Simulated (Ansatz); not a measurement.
Effective masses and thermopower of SrGeO$_{3}$ (C2/c)

Given:

```xyz
30
Lattice="6.2563 -3.6205 -0.0010 6.2563 3.6205 -0.0010 -4.0886 0.0000 10.4609" Properties=species:S:1:pos:R:3 pbc="T T T"
Sr     1.0838    -1.8102     5.2299
Sr     3.1281     1.8102    -0.0005
Sr     5.1829    -1.8521     0.0056
Sr     3.2411     1.8521    10.4532
Sr     5.2854    -1.8521     5.2228
Sr     3.1386     1.8521     5.2361
Ge     5.2341     2.4954     2.6142
Ge     3.1898    -2.4954     7.8446
Ge     3.5913    -0.3485     2.6501
Ge     4.8327     0.3485     7.8087
Ge     6.8770    -0.3485     2.5783
Ge     1.5470     0.3485     7.8805
O      5.2341    -1.1139     2.6142
O      3.1898     1.1139     7.8446
O      5.2109     3.1775     1.0365
O      3.2131    -3.1775     9.4223
O      5.2574     3.1775     4.1919
O      3.1666    -3.1775     6.2669
O      3.7499     1.4559     2.6277
O      4.6741    -1.4559     7.8311
O      6.7184     1.4559     2.6007
O      1.7056    -1.4559     7.8582
O      2.9784    -0.6960     1.0806
O      5.4456     0.6960     9.3782
O      7.4899    -0.6960     4.1478
O      0.9341     0.6960     6.3110
O      0.9886     0.6772     9.4796
O      7.4354    -0.6772     0.9793
O      5.3911     0.6772     6.2097
O      3.0329    -0.6772     4.2492
```

Computed with PBEsol, rigid bands (plane waves, PAW, scalar-relativistic; Ansatz, a program for electronic structure). Cell: cell and atoms relaxed with PBEsol.

| Property | Value |
|---|---|
| band gap | 3.43 eV |
| electron conductivity mass (300 K, dilute) | 0.45 (x), 0.45 (y), 0.45 (z) mₑ |
| effective density of states N_c (300 K) | 7.5e18 cm⁻³ |
| density-of-states mass, electrons | 0.45 mₑ |
| Seebeck coefficient, n-type 1e19 cm⁻³, 300 K | -199 μV/K |
| best n-type power factor at 300 K for τ = 10 fs (best axis; densities from 1e16 to 1e21 cm⁻³ tried, whether or not they can be reached) | 2.7 μW/(cm·K²) at 3e19 cm⁻³ |

Rigid bands; masses and Seebeck coefficients take one relaxation time τ for all states and one kind of carrier; polarons and phonon drag are left out. Spin-orbit coupling is left out.

Formula and space group known from diffraction (Crystallography Open Database), not checked to be the room-temperature form: SrGeO3 (C2/c).
